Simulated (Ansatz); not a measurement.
The reference is HfS$_{2}$ in the rutile structure (space group P4_2/mnm, No. 136; a hypothetical phase, not in the database extracts checked).

```xyz
6
Lattice="6.0239 0.0000 0.0000 0.0000 6.0239 0.0000 0.0000 0.0000 3.6521" Properties=species:S:1:pos:R:3 pbc="T T T"
Hf     0.0000     0.0000     0.0000
Hf     3.0119     3.0119     1.8260
S      1.8135     1.8135     0.0000
S      4.8254     1.1985     1.8260
S      1.1985     4.8254     1.8260
S      4.2104     4.2104     0.0000
```

The values are results of PBEsol in Ansatz (plane waves to 420 eV, PAW, no SOC), earlier PAW set, not measurements.

Base values:

The gap between the host's bands comes out as 0.26 eV. The gap character is indirect, M–Γ (89 % along) → Γ.

It is then changed as follows: electron doping at 7.0×10^21 cm⁻³ (0.928 per cell), with a uniform compensating background at fixed cell and a 300 K Fermi–Dirac width.

### Question
What happens to the Fermi level from band edge?

### Answer
The Fermi level relative to the doped band's edge (positive inside the band; to 0.05 eV) amounts to +0.95 eV.

### Question
Estimate the effect on the gap between the host's bands.

### Answer
The gap between the host's bands goes up by 0.123 eV to 0.39 eV.

### Question
What happens to the largest internal atomic displacement?

### Answer
The largest internal atomic displacement is 0.018 Å.

### Question
How does this affect the gap character?

### Answer
The gap character is still indirect, M–Γ (89 % along) → Γ.

Carriers are added with a uniform compensating background; total energy and stress of such cells depend on the potential's zero and are not compared; many-body gap narrowing is missing at this level. Spin-orbit coupling, missing from the scalar runs, can matter with Hf. Stability against distortions was not tested. A zero or small gap of HfS2 can be the functional's error rather than a property of the material.

Ansatz is a first-principles code.
